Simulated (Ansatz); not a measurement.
The starting structures come from a database of crystals and need not be the phases stable at ambient conditions.

 Where the default PAW files enter, the runs use the earlier of Ansatz's two default sets.

Given:

```
CaBrH
1.0
    5.40654     0.00000     0.00000
    0.00000     7.79020     0.00000
    2.70327     0.00000     2.70327
Ca H Br
2 2 2
Direct
  0.00000   0.16319   0.50000
  0.50000   0.83681   0.50000
  0.50000   0.00000   0.00000
  0.00000   0.00000   0.00000
  0.00000   0.66903   0.50000
  0.50000   0.33097   0.50000
```

Space group of this cell: P4/nmm. The cell was relaxed by PBE-D3(BJ); by r2SCAN its mean pressure is 1.4 GPa.

Transport runs along the normal of the first two printed cell vectors, the (110) plane of the conventional cell.

No gap correction and no spin-orbit coupling; mid-gap values are interpolated between computed energies.

Q: Estimate the band gap and the smallest decay constant κ at mid-gap that r2SCAN in Ansatz (a first-principles code) returns for this system.

A: Gap 4.42 eV on a 12×4×12 mesh; κ = 0.420 1/Å, at (0.000, 0.500) of the in-plane reciprocal vectors. At the zone centre, at the nearest computed energy, the slowest state has κ = 0.45 1/Å.
